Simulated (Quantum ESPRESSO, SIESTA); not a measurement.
## Pressure against volume in rutile-structure PbO2 (space group 136) (SIESTA, LDA)

```yaml
crystal:
  lattice:
    - [4.86512, 0.00000, 0.00000]
    - [0.00000, 4.86512, 0.00000]
    - [0.00000, 0.00000, 3.32515]
  atoms:
    - { symbol: Pb, position: [0.00000, 0.00000, 0.00000] }
    - { symbol: Pb, position: [0.50000, 0.50000, 0.50000] }
    - { symbol: O, position: [0.30700, 0.30700, 0.00000] }
    - { symbol: O, position: [0.80700, 0.19300, 0.50000] }
    - { symbol: O, position: [0.19300, 0.80700, 0.50000] }
    - { symbol: O, position: [0.69300, 0.69300, 0.00000] }
```

Computed with SIESTA with LDA PW92, numerical atomic orbitals TZP, PseudoDojo LDA standard norm-conserving potentials (rewritten from UPF to PSML). Settings: XC.functional = LDA; XC.authors = PW92; potentials = PseudoDojo LDA standard; PAO.BasisSize = TZP; PAO.EnergyShift = 0.01 Ry; MeshCutoff = 390 Ry; kgrid.MonkhorstPack = 14 14 20; OccupationFunction = FD; ElectronicTemperature = 580.23 K; MaxSCFIterations = 150; SCF.Mixer.Method = Broyden; SCF.Mixer.Weight = 0.1; SCF.Mixer.History = 6; SCF.DM.Tolerance = 1.0E-04. The cell above is the first row's. The rows scale it uniformly. In all rows fractional positions and the k mesh are held.

```
V (Å^3/atom)  P (GPa)
------------  -------
13.1174         11.81
13.4025          7.55
13.6877          3.83
13.9728          0.50
14.2580         -2.48
14.5432         -5.06
14.8283         -7.35
15.1135         -9.32
15.3986             ?
```

Fit P of the 8 rows that show it with a cubic. With u = V - 14.1, the rows have u = -0.9826, -0.6975, -0.4123, -0.1272, 0.1580, 0.4432, 0.7283, 1.0135. Least squares gives P = -0.881 - 10.4097·u + 2.2970·u² - 0.2446·u³. Residuals (row less fit): 0.013, -0.030, 0.011, 0.019, -0.011, 0.005, -0.012, 0.006; standard error 0.022 (degrees of freedom: 4). The fitted pressure is zero at V0 = 14.02, where dP/dV = -10.80, so B0 = -V0·dP/dV = 151 GPa.

Q: Estimate the missing P (V = 15.3986); what did the run itself give?

A: u = 1.2986, so P = -0.881 - 10.4097 × 1.2986 + 2.2970 × 1.2986² - 0.2446 × 1.2986³ = -11.061 GPa. The calculation gives -11.10 GPa, 0.039 GPa below the prediction (0.2 % of the range of P in the table). The row lies outside the fitted rows, so this is an extrapolation. From the scatter of the fitted rows alone, a prediction at this place has a standard error of 0.058 GPa, so the miss is 0.7 times that.

Carrying the step between the two nearest rows on in a straight line would have given -11.29, off by 0.19; series whose last step already gives the withheld value aren't shown. The reference cell has the volume at which an earlier scan in this program and functional put its minimum by a fit (its basis settings may differ); axis ratios and inner coordinates come from a measured-size cell. The runs keep the symmetry of the cell, so they don't test it for distortions. A plane-wave scan with the same functional (Quantum ESPRESSO, GBRV) gives V0 = 13.76 Å^3/atom and B0 = 155 GPa; a Birch-Murnaghan fit to all rows here lies 1.9 % from it in V0 and -3 % in B0; the two differ in basis, and may differ in potentials and mesh. Values carry the incompleteness of an atom-centred basis. Spin-orbit coupling is off. The shape of the cell and the inner coordinates aren't relaxed, so V0 and B0 belong to this uniform scaling; a relaxed crystal lies no higher in energy and is usually softer (forces reach 0.31 eV/Å in these rows). Cutoffs and mesh are single choices, not tested for convergence of this quantity. Series with a scatter that would blur these digits, or in which a gap closes, are not shown.
